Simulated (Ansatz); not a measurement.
Start from SnO (space group P4/nmm, No. 129; a = 3.837 Å, c = 4.759 Å; layered, stacked along the Cartesian z axis).

Structures relaxed with DFT with PBE-D3(BJ), PAW potentials and a 420 eV plane-wave cutoff in Ansatz (an electronic-structure program), without spin-orbit coupling.

Base:

Simulated powder pattern, Co Kα, λ = 1.79026 Å (kinematic, ideal powder, no thermal factors, no anomalous dispersion; the 10 strongest lines at most, above 2 %, up to 2θ = 90°):

```json
[
 {"2θ (°)": "21.68", "I/Imax (%)": "3.2", "hkl": "(001)"},
 {"2θ (°)": "34.88", "I/Imax (%)": "100", "hkl": "(101)"},
 {"2θ (°)": "38.53", "I/Imax (%)": "28", "hkl": "(110)"},
 {"2θ (°)": "44.20", "I/Imax (%)": "9.7", "hkl": "(002)"},
 {"2θ (°)": "55.62", "I/Imax (%)": "17", "hkl": "(200)"},
 {"2θ (°)": "60.05", "I/Imax (%)": "27", "hkl": "(112)"},
 {"2θ (°)": "67.35", "I/Imax (%)": "30", "hkl": "(211)"},
 {"2θ (°)": "73.65", "I/Imax (%)": "9.2", "hkl": "(202)"},
 {"2θ (°)": "75.27", "I/Imax (%)": "11", "hkl": "(103)"},
 {"2θ (°)": "82.57", "I/Imax (%)": "5.4", "hkl": "(220)"}
]
```

Perturbation: the cell is scaled by 1.0240 in all directions, atoms relaxed at fixed cell.

After the change:

Simulated powder pattern, Co Kα, λ = 1.79026 Å (kinematic, ideal powder, no thermal factors, no anomalous dispersion; the 10 strongest lines at most, above 2 %, up to 2θ = 90°):

```json
[
 {"2θ (°)": "21.17", "d (Å)": "4.873", "I/Imax (%)": "5.7", "hkl": "(001)"},
 {"2θ (°)": "34.03", "d (Å)": "3.059", "I/Imax (%)": "100", "hkl": "(101)"},
 {"2θ (°)": "37.59", "d (Å)": "2.778", "I/Imax (%)": "28", "hkl": "(110)"},
 {"2θ (°)": "43.11", "d (Å)": "2.437", "I/Imax (%)": "9.3", "hkl": "(002)"},
 {"2θ (°)": "54.21", "d (Å)": "1.965", "I/Imax (%)": "17", "hkl": "(200)"},
 {"2θ (°)": "58.50", "d (Å)": "1.832", "I/Imax (%)": "26", "hkl": "(112)"},
 {"2θ (°)": "65.57", "d (Å)": "1.653", "I/Imax (%)": "31", "hkl": "(211)"},
 {"2θ (°)": "71.65", "d (Å)": "1.529", "I/Imax (%)": "9.0", "hkl": "(202)"},
 {"2θ (°)": "73.21", "d (Å)": "1.501", "I/Imax (%)": "10", "hkl": "(103)"},
 {"2θ (°)": "80.24", "d (Å)": "1.389", "I/Imax (%)": "5.5", "hkl": "(220)"}
]
```

The indices refer to the base's conventional cell; one index is shown for lines that coincide.

The cells carry an imposed strain or load. Whether these cells are dynamically stable was not tested. All final runs are without spin polarisation.
